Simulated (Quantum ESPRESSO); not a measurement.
A self-consistent single point of In2Ag (I4/mcm, 6 atoms in the cell) with Quantum ESPRESSO.

Method of the run: LDA (PZ), GBRV 1.5 ultrasoft (LDA) pseudopotentials (plane waves; Quantum ESPRESSO 7.5).

```
In2Ag
1.0
    3.74960    -3.74960     2.74562
    3.74960     3.74960     2.74562
   -3.74960    -3.74960     2.74562
In Ag
4 2
Cartesian
 -4.86736   1.11776   0.00000
  1.11776   2.63185   2.74562
 -1.11776   2.63185   0.00000
 -2.63185   1.11776   2.74562
  0.00000   0.00000   2.74562
  0.00000   0.00000   0.00000
```

Reference input (self-consistent single point, DFT, LDA (PZ), plane waves, GBRV 1.5 ultrasoft (LDA) pseudopotentials): ecutwfc = 40 Ry; ecutrho = 320 Ry; occupations = smearing; smearing = marzari-vanderbilt; degauss = 0.019992 Ry; potentials = {In: in_lda_v1.4.uspp.F.UPF, Ag: ag_lda_v1.4.uspp.F.UPF}; K_POINTS = automatic 4 4 4 1 1 1; conv_thr = 1e-10 Ry; mixing_beta = 0.4. This run's input differs from it in these lines:

```diff
@@ -13,4 +13,4 @@
  ntyp = 2,
- ecutwfc = 40,
- ecutrho = 320,
+ ecutwfc = 60,
+ ecutrho = 480,
  occupations = 'smearing',
```

Output (repeated stretches shortened):

```
     Self-consistent Calculation

     iteration #  1     ecut=    60.00 Ry     beta= 0.40

     total energy              =   -1070.17071389 Ry
     estimated scf accuracy    <     117.32850080 Ry

     iteration #  2     ecut=    60.00 Ry     beta= 0.40

     total energy              =   -1119.45378120 Ry
     estimated scf accuracy    <      77.98998570 Ry

     iteration #  3     ecut=    60.00 Ry     beta= 0.40

     total energy              =   -1123.17284137 Ry
     estimated scf accuracy    <       9.42355561 Ry

   [... 11 blocks of this kind left out ...]

     iteration # 15     ecut=    60.00 Ry     beta= 0.40

     total energy              =   -1123.83091887 Ry
     estimated scf accuracy    <          3.4E-10 Ry

     iteration # 16     ecut=    60.00 Ry     beta= 0.40
     End of self-consistent calculation

     the Fermi energy is    10.1899 ev

!    total energy              =   -1123.83091887 Ry
     estimated scf accuracy    <          2.2E-11 Ry
     smearing contrib. (-TS)   =      -0.00251714 Ry
     internal energy E=F+TS    =   -1123.82840173 Ry

     convergence has been achieved in  16 iterations

     Forces acting on atoms (cartesian axes, Ry/au):

     atom    1 type  1   force =    -0.00330335    0.00330335    0.00000000
     atom    2 type  1   force =     0.00330335   -0.00330335   -0.00000000
     atom    3 type  1   force =    -0.00330335   -0.00330335   -0.00000000
     atom    4 type  1   force =     0.00330335    0.00330335   -0.00000000
     atom    5 type  2   force =    -0.00000000    0.00000000   -0.00000000
     atom    6 type  2   force =    -0.00000000    0.00000000    0.00000000

     Total force =     0.009343     Total SCF correction =     0.000004

          total   stress  (Ry/bohr**3)                   (kbar)     P=      -68.75
  -0.00045576   0.00000000   0.00000000          -67.05        0.00        0.00
   0.00000000  -0.00045576  -0.00000000            0.00      -67.05       -0.00
   0.00000000  -0.00000000  -0.00049053            0.00       -0.00      -72.16

   JOB DONE.
```

The run converged in 16 iterations. Against the reference run the free energy goes down by 58.6 meV/atom, the pressure goes from -7.21 to -6.87 GPa and the largest force stays at 0.120 eV/Å.

The starting cell comes from a database of computed structures (which also holds hypothetical and non-ambient phases and stackings), without a prior relaxation at this level.

Cost on one core of a shared machine: roughly 2 min.
